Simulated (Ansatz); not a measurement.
The starting structures come from a database of crystals and need not be the phases stable at ambient conditions.

Tunnelling through a barrier is set by its complex band structure: the current falls as exp(−2κd) with the smallest κ.

```
Na4GeO4
1.0
    6.33968     0.00000     0.00000
   -1.28941     8.44804     0.00000
   -3.16445     1.34608     4.49256
Na Ge O
8 2 8
Cartesian
  0.72055   0.82987   0.97084
  1.16527   8.96425   3.52172
  3.96431   1.12818   0.84146
 -2.07849   8.66594   3.65111
  2.38246   3.59794   2.98845
 -0.49664   6.19618   1.50411
  4.04258   4.33627   0.00809
 -2.15676   5.45785   4.48448
 -0.71242   2.91500   2.53336
  2.59824   6.87912   1.95921
  4.06931   7.69826   1.38012
 -2.18349   2.09586   3.11245
  1.18112   7.83311   1.44391
  0.70470   1.96101   3.04865
  2.62381   6.99309   3.73242
 -0.73799   2.80103   0.76014
  2.45594   5.23467   1.35990
 -0.57012   4.55945   3.13266
```

Space group of this cell: P-1. The cell is taken as given.

Transport runs along the normal of the first two printed cell vectors.

The gap is the functional's own, uncorrected, and κ follows it; spin-orbit coupling is left out. Mid-gap values are interpolated between the computed energies.

### Question
State the band gap and the smallest decay constant κ at mid-gap according to Ansatz (a first-principles code) with r2SCAN.

### Answer
Gap 3.59 eV on a 6×4×8 mesh; κ = 0.346 1/Å, at the zone centre.
